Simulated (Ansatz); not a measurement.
Symmetric slabs, relaxed from ideal cuts in 1x1 cells, of elemental solids: work function (eV) by functional, in Ansatz (plane waves, PAW). All structures are PBE's; the other columns are single points with references at the same level. No spin-orbit coupling, Hubbard U or dispersion.

```tsv
system	PBE	LDA	PBEsol	RPBE	r2SCAN
hcp Cd (20-23), ideal cut with outer spacing 0.18 Å	3.94	4.29	4.05	3.78	3.97
bcc Li (310), ideal cut with outer spacing 1.09 Å	2.99	3.08	3.01	2.94	2.96
fcc Pd (311), ideal cut with outer spacing 1.19 Å	4.91	5.32	5.02	4.71	4.87
hcp Ti (21-33), ideal cut with outer spacing 0.14 Å	3.75	3.96	3.82	___	3.79
bcc Li (221), ideal cut with outer spacing 0.57 Å	2.86	2.94	2.88	2.82	2.83
hcp Mg (21-33), ideal cut with outer spacing 0.15 Å	3.64	3.76	3.67	3.57	3.70
hcp Hf (20-23), ideal cut with outer spacing 0.18 Å	3.76	3.98	3.83	3.64	3.77
hcp Sc (31-40), ideal cut with outer spacing 0.53 Å	3.26	3.42	___	3.17	3.33
hcp Tl (10-13), ideal cut with outer spacing 0.27 Å	3.49	3.82	3.57	3.33	3.51
fcc Pd (321), ideal cut with outer spacing 0.53 Å	4.84	5.24	4.95	4.66	___
bcc Na (311), ideal cut with outer spacing 0.63 Å	2.65	2.77	___	2.58	2.65
fcc Ir (332), ideal cut with outer spacing 0.41 Å	5.31	___	___	5.15	5.34
```

Q: Some entries are withheld; supply them.

A: 
- hcp Ti (21-33), ideal cut with outer spacing 0.14 Å, RPBE: 3.63
- hcp Sc (31-40), ideal cut with outer spacing 0.53 Å, PBEsol: 3.30
- fcc Pd (321), ideal cut with outer spacing 0.53 Å, r2SCAN: 4.82
- bcc Na (311), ideal cut with outer spacing 0.63 Å, PBEsol: 2.66
- fcc Ir (332), ideal cut with outer spacing 0.41 Å, LDA: 5.67
- fcc Ir (332), ideal cut with outer spacing 0.41 Å, PBEsol: 5.43

The rows are a random draw from the class, without slabs that broke up, higher cuts of a face and adsorbates that left their site. Mean shift from PBE over these rows: LDA 0.24 eV (from 0.08 to 0.41, 12 rows); PBEsol 0.07 eV (from 0.01 to 0.12, 12 rows); RPBE -0.12 eV (from -0.19 to -0.04, 12 rows); r2SCAN 0.01 eV (from -0.04 to 0.07, 12 rows).

Ansatz is an electronic-structure program.
